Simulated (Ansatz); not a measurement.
An Ansatz (an electronic-structure program) run: WS2 with a change (biaxial strain −4.70 %, plane normal [001], relaxed out of plane); Kohn–Sham DFT with the r2SCAN+rVV10 functional, run in Ansatz with PAW and 500 eV plane waves, scalar-relativistic without spin-orbit coupling.

Input:

Ansatz 0.2 input:
```yaml
crystal:
  lattice:
    - [3.0209806626, 0, 0]
    - [1.5104903313, 2.6162459981, 0]
    - [0, 0, 12.7853519425]
  atoms:
    - { symbol: W, position: [0.3333333333, 0.3333333333, 0.25] }
    - { symbol: W, position: [0.6666666667, 0.6666666667, 0.75] }
    - { symbol: S, position: [0.3333333333, 0.3333333333, 0.6248989346] }
    - { symbol: S, position: [0.6666666667, 0.6666666667, 0.1248989346] }
    - { symbol: S, position: [0.6666666667, 0.6666666667, 0.3751010654] }
    - { symbol: S, position: [0.3333333333, 0.3333333333, 0.8751010654] }
basis: { ecutwfc: 500, ecutrho_ratio: 4, xc_grid: 4, fft_grid_basis: typed }
kpoints: { mp_grid: { grid: [12, 12, 3] } }
hamiltonian:
  xc: r2scan
  dispersion: rvv10
  pseudopotentials: { kind: paw }
scf: { occupations: { method: fermi_dirac, width: 0.05 } }
relax: { f_tol: 0.005, max_steps: 50, cell: { stress_tol: 0.01, fix: [a, b, gamma] } }
output: { forces: true, stress: true }
checkpoint: { write: state.ck, write_every: 1000 }
```

Output (explanatory and most iteration lines left out):

```
Relaxation: its limit of steps is 50 (relax.max_steps)
Pseudopotential: W, paw, valence charge 14
Pseudopotential: S, paw, valence charge 6
Crystal: 6 atoms, lattice volume = 101.051 Å³
Basis set: ecut = 500 eV, 2627 PW (Γ), exchange–correlation on 96×96×384 points (64 copies of the dense FFT grid, shifted against one another)
Bands: 32, of which v1, the nominal top of the filled ones, is band 26 counted from 1 (25 counted from 0)
Symmetry: 24 space group operations
Space group: P63/mmc (ITA 194), of the structure as read, at distance tolerance 4.7e-5 Å
k-points: 38 of 432
Functional: x = r2scan, c = r2scan + rvv10(b = 11.95, C = 0.0093); τ floored in thin density (d = 2e-4 eV/Å³)
SCF iter   1: F=—  HF=-24414.790530 eV  |F-HF|=—  |Δ(HF+E_count)|=         —  Δρ=9.35e-3  dr2=7.15e-2  dr2_τ=2.14e-1  ethr=1.77e-3  ⟨swp⟩=7.1  Hψ=5892  notcnv=0
SCF iter   2: F=—  HF=-24414.980955 eV  |F-HF|=—  |Δ(HF+E_count)|=   1.90e-1  Δρ=7.67e-3  dr2=1.42e-1  dr2_τ=9.30e-3  ethr=1.38e-4  ⟨swp⟩=3.0  Hψ=2547  notcnv=0  defer=49
SCF 1 converged in 7 iterations: F = -24414.968790 eV  dr2 = 5.18e-8
relax step   1: F+E_penalty+E_count = -24414.96878970 eV  Δ(F+E_penalty+E_count) = +0.000e0 eV  max|allowed force component| = 4.060e-1 eV/Å  Δτ_max = 0.0000 Å  P = +13.752 GPa  Ω = 101.051 Å³  fix = [a, b, gamma]  reactions: a +18.751, b +18.751 GPa  (7 SCF iters, dr2 threshold 1.00e-7 eV, accepted)
[... steps on the carried basis left out ...]
relax step   5: F+E_penalty+E_count = -24414.98339080 eV  Δ(F+E_penalty+E_count) = -3.802e-7 eV  max|allowed force component| = 4.783e-5 eV/Å  Δτ_max = 0.0001 Å  P = +11.584 GPa  Ω = 100.775 Å³  energy of the carried Pulay correction = +8.017e-5 eV  fix = [a, b, gamma]  reactions: a +17.376, b +17.376 GPa  (5 SCF iters, dr2 threshold 5.80e-9 eV, accepted)
Crystal: 6 atoms, lattice volume = 100.775 Å³
SCF iter   1: F=—  HF=-24414.983318 eV  |F-HF|=—  |Δ(HF+E_count)|=         —  Δρ=7.27e-6  dr2=1.33e-8  dr2_τ=4.97e-8  ethr=5.69e-7  ⟨swp⟩=3.1  Hψ=9024  notcnv=0
SCF iter   2: F=—  HF=-24414.983318 eV  |F-HF|=—  |Δ(HF+E_count)|=   2.17e-7  Δρ=4.32e-6  dr2=3.99e-8  dr2_τ=2.77e-9  ethr=2.55e-11  ⟨swp⟩=4.0  Hψ=3479  notcnv=0
SCF 6 converged in 7 iterations: F = -24414.983318 eV  dr2 = 2.25e-12
SCF converged after 7 iterations
Free energy (F): -24414.983318 eV
Internal energy: -24414.983318 eV  (E = F + TS)
E sigma→0 (E₀):  -24414.983318 eV
Entropy (-TS):   -0.000000 eV (-0.000 meV/atom)
Fermi energy:    12.584100 eV
--- Forces (eV/Å), atoms counted from 1 ---
  atom   1  W      0.00000000    -0.00000000     0.00000000
  atom   2  W     -0.00000000     0.00000000     0.00000000
  atom   3  S     -0.00000000    -0.00000000     0.00004890
  atom   4  S      0.00000000     0.00000000     0.00004890
  atom   5  S      0.00000000     0.00000000    -0.00004890
  atom   6  S      0.00000000    -0.00000000    -0.00004890
--- Stress (GPa, compression-positive) ---
       17.375952       0.000000       0.000000
        0.000000      17.375952       0.000000
        0.000000       0.000000      -0.000842
  P = ⅓ Tr σ = 11.5837 GPa (115.837 kbar)
--- Relaxed structure (5 steps of the walk, 5 accepted, 1 SCFs on fresh bases) ---
  cell:  # Å, volume = 100.7746 Å³
    - [3.020980662569316, 7.188946341474219e-100, 0.0]
    - [1.510490331284658, 2.616245998126573, 0.0]
    - [0.0, 0.0, 12.75042427406655]
  atoms:
    - { symbol: W, position: [0.33333333333333326, 0.3333333333333333, 0.25] }
    - { symbol: W, position: [0.6666666666666665, 0.6666666666666666, 0.7500000000000001] }
    - { symbol: S, position: [0.33333333333333326, 0.3333333333333333, 0.623175610959775] }
    - { symbol: S, position: [0.6666666666666665, 0.6666666666666666, 0.12317561095977506] }
    - { symbol: S, position: [0.6666666666666665, 0.6666666666666666, 0.376824389040225] }
    - { symbol: S, position: [0.33333333333333326, 0.3333333333333333, 0.876824389040225] }
```

Spin-orbit coupling, missing from the scalar runs, can matter with W. Stability against distortions was not tested. The cell was made from WS2 in the 2H-MoS2 type structure (space group P6_3/mmc, No. 194; layered, stacked along the Cartesian z axis) by this change: biaxial strain −4.70 %, plane normal [001], relaxed out of plane.
